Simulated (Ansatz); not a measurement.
An ideal cubic perovskite cell is held by its symmetry; such compounds can tilt or shift off centre at room temperature. Cells marked so need not be the phases stable at ambient conditions, and some may be hypothetical.

 Where the default PAW files enter, the runs use the earlier of Ansatz's two default sets.

No gap correction and no spin-orbit coupling; mid-gap values are interpolated between computed energies.

A. SrHfO$_{3}$ (Pm-3m, cubic perovskite, not sure to be the ambient phase, 5 atoms a cell, 14.2 Å³ an atom, -4 GPa at this level), along the normal of (111)
B. Ca3BiN (Pm-3m, anti-perovskite, not sure to be the ambient phase, 5 atoms a cell, 23.5 Å³ an atom, -2 GPa at this level), along the normal of (001)
C. WO$_{3}$ (P-42_1m, not sure to be the ambient phase, 16 atoms a cell, 14.5 Å³ an atom, -11 GPa at this level), along the normal of (110)
D. RbCl (Fm-3m, rock salt, 2 atoms a cell, 36.2 Å³ an atom), along the normal of (001)

### Question
Rank these by mid-gap decay constant of the slowest evanescent state (highest first), as PBEsol (Ansatz, a program for electronic structure) gives it.

### Answer
D (0.35 1/Å), A (0.32 1/Å), C (0.12 1/Å), B (0.04 1/Å)
